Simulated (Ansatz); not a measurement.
Ta2O5 (Pmmn, No. 59, 14 atoms in the cell; start mp-1539317)

Calculation: r²SCAN+SOC (PAW; Ansatz, a first-principles code).

Numerical settings: plane-wave cutoff 560 eV, 8×2×8 k mesh (along the axes of the cell as run), Fermi–Dirac smearing 0.01 eV, PAW data made under PBE.

Cell (relaxed with PBEsol):

```yaml
crystal:
  lattice:
    - [3.83815, 0.00000, 0.00000]
    - [0.00000, 12.99305, 0.00000]
    - [0.00000, 0.00000, 3.86936]
  atoms:
    - { symbol: Ta, position: [0.00000, 0.14618, 0.02192] }
    - { symbol: Ta, position: [0.00000, 0.85382, 0.02192] }
    - { symbol: Ta, position: [0.50000, 0.35382, 0.97808] }
    - { symbol: Ta, position: [0.50000, 0.64618, 0.97808] }
    - { symbol: O, position: [0.50000, 0.18521, 0.00201] }
    - { symbol: O, position: [0.50000, 0.81479, 0.00201] }
    - { symbol: O, position: [0.00000, 0.31479, 0.99799] }
    - { symbol: O, position: [0.00000, 0.68521, 0.99799] }
    - { symbol: O, position: [0.00000, 0.85068, 0.50752] }
    - { symbol: O, position: [0.00000, 0.14932, 0.50752] }
    - { symbol: O, position: [0.50000, 0.64932, 0.49248] }
    - { symbol: O, position: [0.50000, 0.35068, 0.49248] }
    - { symbol: O, position: [0.50000, 0.50000, 0.99531] }
    - { symbol: O, position: [0.00000, 0.00000, 0.00469] }
```

| Property | Value |
|---|---|
| band gap | 2.77 eV (on the SCF k mesh) |

Note: cell and atoms aren't relaxed at this level (largest force component 0.14 eV/Å).

Computed values are for the static lattice.

Computing time: roughly 23 core-minutes.

A start named mp-… is a Materials Project structure, which need not be a measured phase.
